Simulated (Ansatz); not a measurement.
The starting structures come from a database of crystals and need not be the phases stable at ambient conditions.

 Where the default PAW files enter, the runs use the earlier of Ansatz's two default sets.

By PBEsol, the system below comes out a metal.

The ballistic (Sharvin) conductance counts the channels at the Fermi level: G/A = (e²/h) × channels of both spins per area.

Given:

```xyz
2
Lattice="2.8584 0.0000 0.0000 0.0000 4.0424 0.0000 1.4292 2.0212 1.4584" Properties=species:S:1:pos:R:3 pbc="T T T"
V      0.0000     0.0000     0.0000
N      0.0000     2.0212     0.0000
```

Space group of this cell: Immm. The cell is strained (lengths across the current scaled by 0.98, ions clamped); by PBEsol its mean pressure is 1.1 GPa.

The current flows along the normal of the first two printed cell vectors. No spin-orbit coupling; the value is a mean over 0.1 eV about the Fermi level.

**Question.** Estimate the ballistic conductance per area that PBEsol run with Ansatz (a program for electronic structure) returns for this system.

**Answer.** 1.9 × 10¹⁵ S/m² for both spins.
